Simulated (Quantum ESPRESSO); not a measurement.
Checking a run of Quantum ESPRESSO on CoNi2Se4 (Cm, 7 atoms in the cell). The aim is a self-consistent single point with DFT, LDA (PZ), plane waves, PSlibrary ultrasoft (LDA) pseudopotentials.

Input:

```fortran
&control
    calculation = 'scf'
    outdir = './work'
    pseudo_dir = './'
    tprnfor = .true.
    tstress = .true.
/
&system
    ibrav = 0
    nat = 7
    ntyp = 3
    ecutwfc = 55
    ecutrho = 110
    occupations = 'smearing'
    smearing = 'fermi-dirac'
    degauss = 0.0073499
/
&electrons
    conv_thr = 1.0d-9
    mixing_beta = 0.5
/
ATOMIC_SPECIES
Co    58.9332  Co.pz-n-rrkjus_psl.1.0.0.UPF
Ni    58.6934  Ni.pz-n-rrkjus_psl.1.0.0.UPF
Se    78.9710  Se.pz-n-rrkjus_psl.1.0.0.UPF
ATOMIC_POSITIONS crystal
Co    0.25991000    0.25991000    0.27858000
Ni    0.99800000    0.99800000    0.00244000
Ni    0.74031000    0.74031000    0.72227000
Se    0.12335000    0.12335000    0.45377000
Se    0.87777000    0.87777000    0.53597000
Se    0.36422000    0.36422000    0.02626000
Se    0.63645000    0.63645000    0.98070000
K_POINTS automatic
5 5 3  0 0 0
CELL_PARAMETERS angstrom
   5.99541500    -1.81576000     0.00000000
   5.99541500     1.81576000     0.00000000
  -3.09207600     0.00000000     5.33310200
```

Log, with long lists cut:

```
     file Co.pz-n-rrkjus_psl.1.0.0.UPF: wavefunction(s)  3D renormalized
     file Ni.pz-n-rrkjus_psl.1.0.0.UPF: wavefunction(s)  3D renormalized
     Message from routine set_cutoff:
     ecutrho < 4*ecutwfc, are you sure?
     Message from routine setup:
   [... lines left out ...]

     site n.     atom                  positions (alat units)
         1        Co     tau(   1) = (   0.3599973   0.0000000   0.2371670  )
         2        Ni     tau(   2) = (   1.9091076   0.0000000   0.0020773  )
         3        Ni     tau(   3) = (   1.0605451   0.0000000   0.6148993  )
         4        Se     tau(   4) = (   0.0121286   0.0000000   0.3863138  )
         5        Se     tau(   5) = (   1.4156204   0.0000000   0.4562941  )
         6        Se     tau(   6) = (   0.6842062   0.0000000   0.0223563  )
         7        Se     tau(   7) = (   0.7341816   0.0000000   0.8349118  )

     number of k points=    24  Fermi-Dirac smearing, width (Ry)=  0.0073
                       cart. coord. in units 2pi/alat
        k(    1) = (   0.0000000   0.0000000   0.0000000), wk =   0.0266667
        k(    2) = (   0.0000000   0.0000000   0.3915384), wk =   0.0533333
        k(    3) = (   0.1044856   0.3449984   0.0605796), wk =   0.1066667
   [... 21 lines left out ...]

     Dense  grid:    15291 G-vectors     FFT dimensions: (  40,  40,  40)

     Initial potential from superposition of free atoms

     starting charge      52.9991, renormalised to      53.0000
     Self-consistent Calculation

     iteration #  1     ecut=    55.00 Ry     beta= 0.50

     total energy              =    -358.55163235 Ry
     estimated scf accuracy    <       2.74955330 Ry

     iteration #  2     ecut=    55.00 Ry     beta= 0.50

     total energy              =    -357.51181539 Ry
     estimated scf accuracy    <      35.34760279 Ry

     iteration #  3     ecut=    55.00 Ry     beta= 0.50

     total energy              =    -359.02833555 Ry
     estimated scf accuracy    <      27.89205132 Ry

   [... 13 blocks of this kind left out ...]

     iteration # 17     ecut=    55.00 Ry     beta= 0.50

     total energy              =    -360.23024617 Ry
     estimated scf accuracy    <          4.2E-09 Ry

     iteration # 18     ecut=    55.00 Ry     beta= 0.50
     End of self-consistent calculation

     the Fermi energy is     9.4437 ev

!    total energy              =    -360.23024617 Ry
     estimated scf accuracy    <          5.1E-10 Ry
     smearing contrib. (-TS)   =      -0.01112063 Ry
     internal energy E=F+TS    =    -360.21912553 Ry

     convergence has been achieved in  18 iterations

     Forces acting on atoms (cartesian axes, Ry/au):

     atom    1 type  1   force =    -0.00465208    0.00000000   -0.00104464
     atom    2 type  2   force =    -0.00083040    0.00000000    0.00029378
     atom    3 type  2   force =     0.00429906    0.00000000    0.00095794
     atom    4 type  3   force =     0.01155780    0.00000000    0.00137569
   [... lines left out ...]

     Total force =     0.019454     Total SCF correction =     0.000060

          total   stress  (Ry/bohr**3)                   (kbar)     P=      -75.00
  -0.00050405   0.00000000  -0.00000095          -74.15        0.00       -0.14
   0.00000000  -0.00051689   0.00000000            0.00      -76.04        0.00
  -0.00000095   0.00000000  -0.00050858           -0.14        0.00      -74.81

   JOB DONE.
```

Problem. Is this run sound? If not, what is wrong?

Solution. The results are close to the sound ones and would serve for rough work. The doubtful point is a density cutoff or grid that is too coarse. The charge density holds wave vectors up to twice those of the orbitals (four times the energy cutoff), and augmentation charges need more still. The run converged in 18 iterations without an error; against the sound input the free energy stays essentially unchanged (within 1 meV/atom), the pressure goes from -7.62 to -7.50 GPa and the largest force moves little (0.304 to 0.299 eV/Å).

The sound input it was made from differs as follows (other fixes are possible):
```diff
-    ecutrho = 110
+    ecutrho = 330
```

With that input, the run converged in 18 iterations: free energy E − TS -4901.1762 eV; Fermi level (on the code's own zero) 9.44 eV; pressure -7.62 GPa; largest force (vector length) 0.304 eV/Å (DFT, LDA (PZ), plane waves, PSlibrary ultrasoft (LDA) pseudopotentials).

On the sound input: the starting cell comes from a database of computed structures (which also holds hypothetical and non-ambient phases and stackings), without a prior relaxation at this level. Spin polarisation is off; with an odd number of electrons in the cell that forces a metal, and a magnetic state may lie lower. With a pressure of about -8 GPa the cell is away from its equilibrium volume at this level. Without a gap this mesh is coarse (it stands for a supercell whose shortest vector is 18 Å).
